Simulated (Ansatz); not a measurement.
The parent structure is BeS in the zinc blende structure (space group F-43m, No. 216; a = 4.869 Å).

Method: r2SCAN (Ansatz, a program for electronic structure; PAW; 500 eV plane waves; no SOC).

For the base:

The lattice parameter a is 4.869 Å and the hole mass comes out as 0.34, 0.57, 0.57 mₑ (at Γ).

The change: cell and atoms relaxed at a pressure of 4.5 GPa.

Problem. What happens to the mean gap deformation potential ΔEg/Δln V?

Solution. The mean gap deformation potential ΔEg/Δln V is +2.3 eV.

Problem. What does the calculation give for the lattice parameter a after the change?

Solution. The lattice parameter a falls by 0.069 Å, from 4.869 Å to 4.800 Å.

Problem. What happens to the hole mass?

Solution. The hole mass (degenerate bands, along [100]) goes from 0.34, 0.57, 0.57 mₑ (at Γ) to 0.35, 0.54, 0.54 mₑ (at Γ).

Load acts through the strain it causes; cell and atoms are relaxed under it. Masses are band curvatures over ±0.01 Å⁻¹ around the edge. No phonon test of stability was made.
